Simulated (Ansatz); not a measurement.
Consider PbTe in the rock salt structure (space group Fm-3m, No. 225; a = 6.442 Å). Axes: x, y, z lie along the cube axes.

Now apply this change: the symmetric strain tensor [-0.0196 0.0004 0.0042; 0.0004 -0.0013 -0.0198; 0.0042 -0.0198 -0.0217], atoms relaxed at fixed cell.

Levels (all Ansatz, a first-principles code, PAW): PBEsol (420 eV, scalar-relativistic without spin-orbit coupling); r2SCAN (500 eV, no spin-orbit coupling); HSE06 (420 eV, no spin-orbit coupling).

One geometry, relaxed with PBEsol, under each level:

```csv
level,band gap,lowest conduction level above the VBM at special points,pressure
PBEsol,0.25 eV,R 0.25 eV; Z 0.27 eV; Y 0.48 eV; X 0.52 eV,22.1 kbar
r2SCAN,?,?,?
HSE06,0.64 eV,R 0.64 eV; Z 0.66 eV; Y 0.89 eV; Γ 4.29 eV,–
```

Question: Give the withheld r2SCAN results.

Answer: 
- r2SCAN, band gap: 0.55 eV
- r2SCAN, lowest conduction level above the VBM at special points: R 0.55 eV; Z 0.57 eV; Y 0.81 eV; X 0.85 eV
- r2SCAN, pressure: 44.5 kbar

Single points use the geometry relaxed with PBEsol. Their cutoffs differ, which shifts pressures a little. The hybrid gap comes from the SCF mesh plus the semilocal run's edge points and a few special points and is an upper bound. With Pb and Te present, leaving out spin-orbit coupling can change the band edges. Stability against distortions was not tested. The zero or small gap of PbTe under strain tensor (xx, yy, zz, yz, xz, xy) = (−1.96, −0.13, −2.17, −1.99, +0.42, +0.04) % can change with the level of theory. Labels are those of the standard path for the cell's own space group.
